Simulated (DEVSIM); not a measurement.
# Schottky contact on n-type Si

Structure: Schottky contact on n-type Si, at 250 K.

| layer (left to right) | material | thickness (μm) | Nd (cm⁻³) | τn (s) | τp (s) |
|---|---|---|---|---|---|
| 1 | Si | 8.00 | 5.2e15 | 2.4e-7 | 2.4e-7 |

Left contact: Schottky, work function 4.9 eV, emission velocity 1.8e6 cm/s. Right contact: ohmic. Voltage is applied to the left contact. Recombination: SRH at mid-gap, Auger. Mobility is constant in doping.

Constants are typed, rounded textbook-type inputs, not results; the design itself was drawn at random and stands for no fabricated device. Values at 300 K; Nc and Nv go as T^1.5, mobilities as T to minus their exponent, the gap by Varshni's rule with the affinity fixed.

```tsv
parameter	Si
gap (eV)	1.124
affinity (eV)	4.05
permittivity	11.7
Nc (cm⁻³)	2.86e19
Nv (cm⁻³)	3.1e19
μn (cm²/Vs)	1417
μp (cm²/Vs)	470
T exponent of μn	2.3
T exponent of μp	2.2
Cn (cm⁶/s)	2.8e-31
Cp (cm⁶/s)	9.9e-32
Varshni α (eV/K)	0.000473
Varshni β (K)	636
```

Model (solved in DEVSIM): 1D drift-diffusion, Boltzmann statistics, complete ionisation; no tunnelling, impact ionisation, image-force lowering or self-heating. Metal contacts follow the ideal Schottky-Mott rule: no Fermi-level pinning, no interface dipoles.

```
Property                                            Value
---------------------------------------------  ----------
Potential step across the device at zero bias     0.670 V
Largest field in the device at zero bias       32000 V/cm
Dark forward voltage at 1 A/cm²                   0.515 V
Dark forward voltage at 100 A/cm²                 0.661 V
```

Dark forward current:

(V (V), J (A/cm²)): (0.05, 6.0e-10); (0.15, 5.0e-8); (0.20, 4.9e-7); (0.30, 5.0e-5); (0.40, 0.0051); (0.45, 0.052); (0.55, 4.7); (0.60, 29); (0.70, 170); (0.80, 360); (0.85, 460); (0.95, 670); (1.05, 880); (1.10, 990); (1.20, 1200); (1.25, 1300); (1.35, 1500); (1.45, 1800); (1.50, 1900); (1.60, 2100)

Small-signal capacitance in reverse bias (quasi-static):

| V (V) | C (nF/cm²) |
|---|---|
| -0.2 | 22.5 |
| -0.5 | 19.4 |
| -1 | 16.2 |
| -1.5 | 14.2 |
| -2 | 12.8 |
| -3 | 10.9 |
| -4 | 9.63 |
| -5 | 8.74 |
| -6.5 | 7.77 |
| -8 | 7.06 |
| -10 | 6.37 |
